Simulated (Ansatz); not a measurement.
Consider a 16-atom supercell of BP in the zinc blende structure (space group F-43m, No. 216; a = 4.548 Å) at its relaxed geometry.

Level of theory: PBE, PAW, 420 eV (Ansatz, an electronic-structure program; no spin-orbit coupling).

One neutral defect a cell, atoms relaxed at fixed cell.

One change was made to it. Results:

| quantity | base | after |
|---|---|---|
| pressure | 0.0 GPa | -1.2 GPa |
| largest displacement of a host atom from its site in the perfect cell | – | 0.03 Å |

Task: Which of these changes matches the shifts?
A) P on a B site (antisite)
B) P interstitial (started 1.97 Å from the nearest host atom)
C) B vacancy
D) P vacancy, symmetric start

Result: C, B vacancy. For comparison, the largest displacement of a host atom from its site in the perfect cell in the other runs: P vacancy, symmetric start gives 0.19 Å; P on a B site (antisite) gives 0.21 Å; P interstitial (started 1.97 Å from the nearest host atom) gives 1.12 Å.

Other magnetic orders, which the real material may have, were not ruled out. The cell is small, so the values are those of an ordered compound at a high defect concentration; dilute-limit values will differ. The mesh was chosen for an insulator and is coarse for the gapless case. Defects with a symmetric start kept the site's symmetry and may sit on a saddle; the others started slightly shaken. Seeded moments were not kept for P vacancy, P on a B site (antisite) and P interstitial (started 1.97 Å from the nearest host atom).
